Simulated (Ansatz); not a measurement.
Take BaSnSe3 in the cubic perovskite structure (space group Pm-3m, No. 221; a hypothetical phase, not in the database extracts checked) as the base.

```yaml
crystal:
  lattice:
    - [5.26995, 0.00000, 0.00000]
    - [0.00000, 5.26995, 0.00000]
    - [0.00000, 0.00000, 5.26995]
  atoms:
    - { symbol: Ba, position: [0.00000, 0.00000, 0.00000] }
    - { symbol: Sn, position: [0.50000, 0.50000, 0.50000] }
    - { symbol: Se, position: [0.00000, 0.50000, 0.50000] }
    - { symbol: Se, position: [0.50000, 0.50000, 0.00000] }
    - { symbol: Se, position: [0.50000, 0.00000, 0.50000] }
```

Cartesian axes are those of the cell as printed.

All numbers come from Ansatz (an electronic-structure program), PBEsol, PAW, cutoff 420 eV, scalar-relativistic without spin-orbit coupling.

For the base:

The shortest interatomic distance is 2.635 Å. The band gap is zero.

One thing is altered: uniaxial stress, 3 GPa tension along x; all other stress components relax to zero.

Task: What happens to the energy relative to the base, shortest interatomic distance and band gap?

Result: The energy grows by 11 meV/atom; the shortest interatomic distance shrinks by 0.016 Å to 2.619 Å; the band gap stays zero.

Without a gap, meshes like the base's 9×9×9 leave anisotropic stresses uncertain by several tenths of a GPa, and small strain energies with them. Load acts through the strain it causes; cell and atoms are relaxed under it. Stability under load was not tested beyond the relaxation. The final runs are not spin-polarised. Many cubic perovskites are stable only at high temperature; tilts and polar distortions were not tested.
